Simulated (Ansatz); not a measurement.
The starting structures come from a database of crystals and need not be the phases stable at ambient conditions.

 Where the default PAW files enter, the runs use the earlier of Ansatz's two default sets.

Input:

```xyz
4
Lattice="3.9966 0.0000 0.0000 0.0000 6.5868 0.0000 1.9983 0.0000 3.3574" Properties=species:S:1:pos:R:3 pbc="T T T"
Be     3.9966     3.2906     2.2382
Be     1.9983     6.5839     1.1191
Te     3.9966     0.8262     2.2382
Te     1.9983     4.1196     1.1191
```

Space group of this cell: Cmc2_1. The cell is strained (lengths along the current scaled by 0.97, ions clamped); by r2SCAN its mean pressure is 1.6 GPa.

Transport runs along the normal of the first two printed cell vectors.

The gap is the functional's own, uncorrected, and κ follows it; spin-orbit coupling is left out. Mid-gap values are interpolated between the computed energies.

State the band gap and the smallest decay constant κ at mid-gap according to r2SCAN run with Ansatz (an electronic-structure program).

Gap 2.30 eV on a 10×6×10 mesh; κ = 0.192 1/Å, at the zone centre.
